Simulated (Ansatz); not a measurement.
Abridged Ansatz (a first-principles code) output:

```
Relaxation: its limit of steps is 50 (relax.max_steps)
Pseudopotential: Ti, paw, valence charge 12
Pseudopotential: Al, paw, valence charge 3
Crystal: 2 atoms, lattice volume = 32.173 Å³
Basis set: ecut = 420 eV, 649 PW (Γ), exchange–correlation on 40×40×54 points (8 copies of the dense FFT grid, shifted against one another)
Bands: 12, of which v1, the nominal top of the filled ones, is band 8 counted from 1 (7 counted from 0)
Symmetry: 16 space group operations
k-points: 528 of 5600
Functional: x = pbe(κ = 0.804, μ = 0.2195149727645171), c = pbe(β = 0.06672455060314922)
SCF iter   1: F=—  HF=-3038.008611 eV  |F-HF|=—  |Δ(HF+E_count)|=         —  Δρ=3.18e-3  dr2=3.22e-3  ethr=1.77e-3  ⟨swp⟩=5.0  Hψ=31981  notcnv=0
SCF iter   2: F=—  HF=-3038.008350 eV  |F-HF|=—  |Δ(HF+E_count)|=   2.60e-4  Δρ=1.97e-3  dr2=1.60e-3  ethr=2.15e-5  ⟨swp⟩=1.0  Hψ=10567  notcnv=0
SCF 1 converged in 7 iterations: F = -3038.008283 eV  dr2 = 2.79e-12
relax step   1: F+E_penalty+E_count = -3038.00828303 eV  Δ(F+E_penalty+E_count) = +0.000e0 eV  max|allowed force component| = 3.944e-31 eV/Å  Δτ_max = 0.0000 Å  (7 SCF iters, accepted)
SCF converged after 7 iterations
Free energy (F): -3038.008283 eV
Internal energy: -3037.949140 eV  (E = F + TS)
E sigma→0 (E₀):  -3037.978712 eV
Entropy (-TS):   -0.059143 eV (-29.571 meV/atom)
Fermi energy:    11.110035 eV
--- Forces (eV/Å), atoms counted from 1 ---
  atom   1  Ti    -0.00000000     0.00000000     0.00000000
  atom   2  Al     0.00000000     0.00000000     0.00000000
--- Stress (GPa, compression-positive) ---
        0.870387       0.000000       0.000000
        0.000000       0.870387       0.000000
        0.000000       0.000000       1.711389
  P = ⅓ Tr σ = 1.1507 GPa (11.507 kbar)
--- Relaxed structure (1 steps of the walk, 1 accepted, 0 SCFs on fresh bases) ---
  atoms:
    - { symbol: Ti, position: [0.0, 0.0, 0.0] }
    - { symbol: Al, position: [0.5, 0.5, 0.5] }
```

**Question.** What was computed, and what are the main results?

**Answer.** TiAl, 2 atoms in the cell, with DFT with PBE, PAW potentials and a 420 eV plane-wave cutoff in Ansatz, no spin-orbit coupling. The last SCF converged to F = -3038.008283 eV, or -1519.0041 eV per atom, at a pressure of 1.15 GPa. The total energy compares only with runs of the same code, potentials and settings.

The cells carry an imposed strain or load. No phonon test of stability was made. The final runs are not spin-polarised. The cell was made from TiAl (space group P4/mmm, No. 123) by this change: uniaxial strain ε_zz = −1.00 %.

Keys are those of Ansatz 0.2.
